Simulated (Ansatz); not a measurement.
A self-consistent single point of GaAs (F-43m, 2 atoms in the cell) with Ansatz (a quantum-chemistry and plane-wave program).

Method: PBE (plane waves, PAW; Ansatz).

```yaml
crystal:
  lattice:
    - [0.00000, 2.93460, 2.93460]
    - [2.93460, 0.00000, 2.93460]
    - [2.93460, 2.93460, 0.00000]
  atoms:
    - { symbol: Ga, position: [0.00000, 0.00000, 0.00000] }
    - { symbol: As, position: [0.25000, 0.25000, 0.25000] }
```

Reference input (self-consistent single point, DFT, PBE, plane waves, default PAW files): kpoints.mp_grid.grid = 7 7 7; hamiltonian.xc = pbe; hamiltonian.pseudopotentials = {kind: paw} (the program's default PAW files); scf.occupations.method = gaussian; scf.occupations.width = 0.0147 Ry. This run's input differs from it in these lines:

Ansatz 0.2 input:
```diff
@@ -9,3 +9,3 @@
 kpoints:
-  mp_grid: { grid: [7, 7, 7] }
+  mp_grid: { grid: [5, 5, 5] }
 hamiltonian:
```

Output (repeated stretches shortened):

```
SCF iter   1: F=—  HF=-8639.769804 eV  |F-HF|=—  |Δ(HF+E_count)|=         —  Δρ=1.23e-3  dr2=1.26e-3  ethr=1.77e-3  ⟨swp⟩=5.1  Hψ=755  notcnv=0
all-band conjugate gradients solve this SCF's bands
preconditioner: auto → none
SCF iter   2: F=—  HF=-8639.769327 eV  |F-HF|=—  |Δ(HF+E_count)|=   4.77e-4  Δρ=5.97e-4  dr2=1.73e-4  ethr=4.50e-6  ⟨swp⟩=2.0  Hψ=351  notcnv=0
SCF iter   3: F=—  HF=-8639.769298 eV  |F-HF|=—  |Δ(HF+E_count)|=   2.96e-5  Δρ=1.98e-4  dr2=2.23e-5  ethr=6.16e-7  ⟨swp⟩=2.0  Hψ=271  notcnv=0
SCF iter   4: F=—  HF=-8639.769321 eV  |F-HF|=—  |Δ(HF+E_count)|=   2.37e-5  Δρ=1.01e-4  dr2=6.60e-6  ethr=7.96e-8  ⟨swp⟩=3.0  Hψ=283  notcnv=0
SCF iter   5: F=—  HF=-8639.769328 eV  |F-HF|=—  |Δ(HF+E_count)|=   6.60e-6  Δρ=2.88e-5  dr2=4.50e-7  ethr=2.36e-8  ⟨swp⟩=2.0  Hψ=221  notcnv=0
SCF iter   6: F=-8639.769328 eV  HF=-8639.769328 eV  |F-HF|=4.61e-9  |Δ(HF+E_count)|=   4.21e-7  Δρ=5.19e-6  dr2=1.53e-8  ethr=3.57e-10  ⟨swp⟩=5.1  Hψ=799  notcnv=0
SCF 1 converged in 6 iterations: F = -8639.769328 eV  dr2 = 1.53e-8
Free energy (F): -8639.769328 eV
Internal energy: -8639.766794 eV  (E = F + TS)
E sigma→0 (E₀):  -8639.768061 eV
Entropy (-TS):   -0.002534 eV (-1.267 meV/atom)
Fermi energy:    6.824727 eV
--- Forces (eV/Å), atoms counted from 1 ---
  atom   1  Ga     0.00000000    -0.00000000     0.00000000
  atom   2  As    -0.00000000     0.00000000     0.00000000
--- Stress (GPa, compression-positive) ---
       -3.059443       0.000000       0.000000
        0.000000      -3.059443       0.000000
       -0.000000       0.000000      -3.059443
  P = ⅓ Tr σ = -3.0594 GPa (-30.594 kbar)
  The stress holds the Pulay correction. Without it, at fixed plane waves, as pw.x and ABINIT print it: P = -3.0893 GPa
```

The run converged in 6 iterations. Against the reference run the free energy goes up by 23.6 meV/atom and the pressure goes from -3.27 to -3.06 GPa.

The starting cell comes from a database of computed structures (which also holds hypothetical and non-ambient phases and stackings), without a prior relaxation at this level. Its lattice was rescaled by a random factor within 2.5 % of one. With a pressure of about -3 GPa the cell is away from its equilibrium volume at this level. Ansatz's pressure includes its estimate of the finite-basis (Pulay) stress. The run gives no clean gap (levels at the Fermi energy touch, overlap or are partly filled at this smearing), which alone does not show that the compound is a metal.
